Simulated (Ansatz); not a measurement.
# GaAs: isotropic strain +2.00 %

The parent structure is GaAs in the zinc blende structure (space group F-43m, No. 216; a = 5.6028 Å).

Modification: every lattice vector is stretched by 2.00 %, atoms relaxed at fixed cell.

The values are results of Kohn–Sham DFT with the LDA functional, run in Ansatz (a quantum-chemistry and plane-wave program) with PAW and 420 eV plane waves, scalar-relativistic without spin-orbit coupling, not measurements. Settings: 10×10×10 k-points, 0.05 eV Fermi–Dirac smearing.

- Volume per atom = 23.33 Å³ (base 21.98 Å³)
- Space group = F-43m (No. 216) (base F-43m (No. 216))
- Shortest interatomic distance = 2.475 Å (base 2.426 Å)
- Energy relative to the base (free energy F) = +17 meV/atom
- Pressure = -3.8 GPa (base 0.0 GPa)
- Band gap = zero (base 0.49 eV)
- Valley order (the lowest conduction-band minima on the path, energy above the VBM, named in the base's zone) = Γ 0.05 eV; L along ⟨111⟩ 0.76 eV; a point along ⟨100⟩, about 1.0 Å⁻¹ from Γ 1.35 eV (base Γ 0.49 eV; L along ⟨111⟩ 0.92 eV; a point along ⟨100⟩, about 1.0 Å⁻¹ from Γ 1.26 eV)

Stability against distortions was not tested. The final runs are not spin-polarised. Gaps under 0.05 eV, about the width of the smearing, are given as zero. A zero or small gap of GaAs under isotropic strain +2.00 % can be the functional's error rather than a property of the material.
